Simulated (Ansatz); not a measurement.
**SiRh (model structure, started from the NbAs type, I4₁md, No. 109, 4 atoms in the cell): equilibrium lattice constant a by level of theory**

No measured value is used here.

| level (code) | value (Å) |
|---|---|
| PBE (Ansatz) | 3.387 |
| PBEsol (Ansatz) | 3.363 |
| PBE-D3(BJ) (Ansatz) | 3.363 |

Ansatz's density-functional and Hartree–Fock values are scalar-relativistic unless marked +SOC, with PAW data made under PBE.

A model structure was made by putting elements into a prototype or built by hand; it is no filed structure, need not be a known phase, and can be a saddle point held by its symmetry.

Ansatz is a first-principles code.
